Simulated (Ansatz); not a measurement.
The cell is made up: elements placed on another compound's structure type, so the phase may be hypothetical.

By PBEsol, the system below comes out a metal.

A figure of merit of an interconnect metal is its ballistic conductance per area.

```xyz
12
Lattice="5.9050 0.0000 0.0000 0.0000 6.0149 0.0000 0.0000 0.0000 5.9234" Properties=species:S:1:pos:R:3 pbc="T T T"
Ta     4.2607     0.3954     1.4461
Ta     1.6442     5.6195     4.4078
Ta     4.2607     2.6120     4.4078
Ta     1.6442     3.4029     1.4461
S      5.4425     2.3276     2.2169
S      0.4625     3.6873     5.1786
S      5.4425     0.6798     5.1786
S      0.4625     5.3351     2.2169
S      3.3654     4.5802     2.9297
S      2.5396     1.4347     5.8914
S      3.3654     4.4421     5.8914
S      2.5396     1.5728     2.9297
```

Space group of this cell: Pca2_1. The cell was relaxed by PBE-D3(BJ); by PBEsol its mean pressure is -1.0 GPa.

The current flows along the normal of the first two printed cell vectors. No spin-orbit coupling; the value is a mean over 0.1 eV about the Fermi level.

Problem. Compute, with PBEsol run with Ansatz (a quantum-chemistry and plane-wave program), the ballistic conductance per area.

Solution. 0.41 × 10¹⁵ S/m² for both spins.
